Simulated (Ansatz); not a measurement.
Defect: Al-vacancy pair (Al on one host Mo site, one Mo site vacant) in bcc Mo, neutral cell. The step: direct exchange of Al with the vacancy (Al-vacancy distance between ideal sites 2.74 Å throughout); the atom moves 2.46 Å along (0.45, 0.45, 0.45) of the unit cell; the moving atom starts with neighbours 2 Mo at 2.74, Mo at 2.75, 2 Mo at 2.79, Mo at 2.80, Mo at 2.89, 2 Mo at 3.04, Mo at 3.07, 2 Mo at 3.21, Mo at 3.25 Å and ends with 2 Mo at 2.74, Mo at 2.75, 2 Mo at 2.79, Mo at 2.80, Mo at 2.89, 2 Mo at 3.04, Mo at 3.07, 2 Mo at 3.21, Mo at 3.25 Å. A PBE band in Ansatz (plane-wave PAW, a 2×2×3 k-point mesh shifted by half a step, 36 host sites, 22 SCF runs with any check of the saddle's order, static, no finite-size correction) gives a forward barrier of 0.60 eV. The saddle point's order was not checked, and it lies on a symmetry element of the cell, where a band can be held. Forms of the defect that were not tried may lie lower.

Single points at the band's start and saddle point can refine it. Rough cost of one point, in units of the band's mean SCF on the same machine:

| Level | Cost of one point |
|---|---|
| PBE, a 3×3×5 k-point mesh shifted by half a step | about 3 |
| r2SCAN at 500 eV, a 2×2×3 k-point mesh shifted by half a step | about 2 |

Question: Which of these move the barrier by more than 0.1 eV, and how far does each move it?

Answer: PBE, a 3×3×5 k-point mesh shifted by half a step: -0.02 eV; r2SCAN at 500 eV, a 2×2×3 k-point mesh shifted by half a step: +0.13 eV. Each functional is compared with PBE at the same k-points.

Ansatz is an electronic-structure program.
